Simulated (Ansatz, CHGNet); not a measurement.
# Segregation of Sb: Si (diamond structure), Σ5 (210) [001] symmetric tilt

One Sb atom replaces one Si atom in a bicrystal of 68 atoms (one solute to 67 Å² of one boundary, a high coverage); atoms relaxed, cell held. Energies count from the site farthest from both boundaries, which lies only 4.9 Å away; negative means that the solute is drawn to the site. The cell is neutral, and spin is allowed where the electrons are odd. 

Levels: PBE (Ansatz, a program for electronic structure, plane waves, PAW) and the machine-learned potential CHGNet 0.3.0. Scalar-relativistic, no spin-orbit coupling.

| distance (Å) | PBE (eV) | CHGNet (eV) |
|---|---|---|
| 0.02 | -0.80 | -0.56 |
| 0.75 | -0.49 | -0.15 |
| 1.17 | -0.48 | -0.53 |
| 1.85 | -0.26 | -0.09 |
| 4.94 | 0.00 | 0.00 |
